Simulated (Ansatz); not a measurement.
# GeSe (space group P6_3mc, No. 186; a hypothetical phase, not in the database extracts checked)

GeSe is taken in the hexagonal space group P6₃mc (No. 186), Pearson symbol hP4. Lattice parameters: a = 4.7103 Å, b = 4.7103 Å, c = 5.6848 Å, α = 90.00°, β = 90.00°, γ = 120.00°. Ge on 2b sees 4 Se at 2.604–2.730 Å and 1 Se at 3.081 Å (trigonal bipyramidal). Se on 2b is coordinated by 4 Ge at 2.604–2.730 Å and 1 Ge at 3.081 Å (trigonal bipyramidal). (Neighbours: up to the widest gap in distance over summed covalent radii, below 1.35, at either atom.)

All numbers come from Ansatz (a quantum-chemistry and plane-wave program) PBEsol, without spin-orbit coupling, earlier PAW set. k-mesh 8×8×6 (Γ-centred); smearing 0.05 eV (Fermi–Dirac).

```yaml
volume_per_atom: 27.31 Å³
density: 4.61 g/cm³
band_gap: 0.54 eV, indirect, H → K–Γ (73 % along)
total_energy: -4838.943 eV/atom (σ→0; compares only within this code and set-up)
```

Stability against distortions was not tested.
